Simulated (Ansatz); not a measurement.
This Ansatz (a quantum-chemistry and plane-wave program) input is the reference run, CsSnI₃ in the cubic perovskite structure (space group Pm-3m, No. 221), computed with r2SCAN in Ansatz (plane waves to 500 eV, PAW, without spin-orbit coupling):

Ansatz 0.2 input:
```yaml
crystal:
  lattice:
    - [6.2244457933, 0, 0]
    - [0, 6.2244457933, 0]
    - [0, 0, 6.2244457933]
  atoms:
    - { symbol: Cs, position: [0, 0, 0] }
    - { symbol: Sn, position: [0.5, 0.5, 0.5] }
    - { symbol: I, position: [0, 0.5, 0.5] }
    - { symbol: I, position: [0.5, 0.5, 0] }
    - { symbol: I, position: [0.5, 0, 0.5] }
basis: { ecutwfc: 500, ecutrho_ratio: 4, xc_grid: 4, fft_grid_basis: typed }
kpoints: { mp_grid: { grid: [6, 6, 6] } }
hamiltonian:
  xc: r2scan
  dispersion: none
  pseudopotentials: { kind: paw }
scf: { occupations: { method: fermi_dirac, width: 0.05 }, convergence: { dr2_threshold: 0.0000000005 } }
output: { forces: true, stress: true }
```

Problem. Write the input for this change: uniaxial stress, 0.5 GPa tension along x; all other stress components relax to zero.

Solution. 
Ansatz 0.2 input:
```yaml
crystal:
  lattice:
    - [6.2244457933, 0, 0]
    - [0, 6.2244457933, 0]
    - [0, 0, 6.2244457933]
  atoms:
    - { symbol: Cs, position: [0, 0, 0] }
    - { symbol: Sn, position: [0.5, 0.5, 0.5] }
    - { symbol: I, position: [0, 0.5, 0.5] }
    - { symbol: I, position: [0.5, 0.5, 0] }
    - { symbol: I, position: [0.5, 0, 0.5] }
basis: { ecutwfc: 500, ecutrho_ratio: 4, xc_grid: 4, fft_grid_basis: typed }
kpoints: { mp_grid: { grid: [6, 6, 6] } }
hamiltonian:
  xc: r2scan
  dispersion: none
  pseudopotentials: { kind: paw }
scf: { occupations: { method: fermi_dirac, width: 0.05 } }
relax: { f_tol: 0.005, max_steps: 50, cell: { stress_tol: 0.01, sigma_target: [-0.5, 0, 0, 0, 0, 0] } }
output: { forces: true, stress: true }
checkpoint: { write: state.ck, write_every: 1000 }
```
This is the input that was run.

Load acts through the strain it causes; cell and atoms are relaxed under it. sigma_target is in GPa, compression positive, in the order xx, yy, zz, yz, xz, xy. Stability under load was not tested beyond the relaxation. Many cubic perovskites are stable only at high temperature; tilts and polar distortions were not tested.
